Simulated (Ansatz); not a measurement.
Mg₂Ge (model structure, from the CdI2 type, P-3m1, No. 164): properties by level of theory

```csv
level (code),lattice parameter a (Å),c axis length (Å),formation enthalpy (eV/atom)
PBE (Ansatz),3.250,[?],-0.017
PBEsol (Ansatz),3.211,[?],-0.031
PBE-D3(BJ) (Ansatz),3.169,6.891,[?]
```

### Question
Complete the blanks.

### Answer

- PBE (Ansatz, an electronic-structure program), c axis length (Å): 6.921
- PBEsol (Ansatz), c axis length (Å): 6.870
- PBE-D3(BJ) (Ansatz), formation enthalpy (eV/atom): -0.043

Ansatz's density-functional and Hartree–Fock values are scalar-relativistic unless marked +SOC, with PAW data made under PBE.

A model structure was made by putting elements into a prototype or built by hand; it is no filed structure, need not be a known phase, and can be a saddle point held by its symmetry.
